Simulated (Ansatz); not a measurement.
Start from BN in the h-BN type structure (space group P6_3/mmc, No. 194; a = 2.5006 Å, c = 6.5259 Å; layered, stacked along the Cartesian z axis).

The values are results of r2SCAN+rVV10, PAW, 500 eV (Ansatz, a program for electronic structure; no SOC), not measurements.

Base values:

```
Quantity           Value
---------------  -------
Band gap         4.74 eV
c/a ratio          2.610
Volume per atom  8.83 Å³
```

Modification: cell and atoms relaxed at a pressure of 1.5 GPa.

### Question
Estimate the effect on the band gap, c/a ratio and volume per atom.

### Answer
The band gap drops by 0.05 eV, from 4.74 eV to 4.69 eV; the c/a ratio decreases by 0.0825 (2.610 → 2.527); the volume per atom falls by 0.31 Å³, from 8.83 Å³ to 8.52 Å³.

Load acts through the strain it causes; cell and atoms are relaxed under it. Stability against distortions was not tested.
